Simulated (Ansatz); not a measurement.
# BAs: pressure −1 GPa

Take BAs in the zinc blende structure (space group F-43m, No. 216; a = 4.7839 Å) as the base.

Modification: hydrostatic tension (pressure −1 GPa).

Calculations: r2SCAN (Ansatz, an electronic-structure program, PAW, no SOC). Γ-centred 12×12×12 mesh, Fermi–Dirac width 0.05 eV.

```tsv
quantity	base	changed	shift
volume per atom	13.69 Å³	13.78 Å³	+0.098 Å³
density	5.20 g/cm³	5.16 g/cm³	-0.04 g/cm³
lattice parameter a	4.784 Å	4.795 Å	+0.011 Å
shortest interatomic distance	2.071 Å	2.076 Å	+0.005 Å
enthalpy H = E + PV relative to the base's energy	–	-0.09 eV/atom	–
band gap	1.38 eV	1.39 eV	+0.01 eV
gap character	indirect, Γ → Γ–X (76 % along)	indirect, Γ → Γ–X (76 % along)	–
smallest direct gap	3.44 eV	3.43 eV	-0.01 eV
width of the top valence band	5.41 eV	5.37 eV	-0.04 eV
electron mass	1.1 mₑ along k, 0.21 mₑ across (off the special points)	1.1 mₑ along k, 0.21 mₑ across (off the special points)	–
hole mass (degenerate bands, along [100])	0.21, 0.22, 0.22 mₑ (at Γ)	0.21, 0.22, 0.22 mₑ (at Γ)	–
```

Load acts through the strain it causes; cell and atoms are relaxed under it. Masses are band curvatures over ±0.01 Å⁻¹ around the edge. Along k means along the line from Γ to the band edge. No phonon test of stability was made.
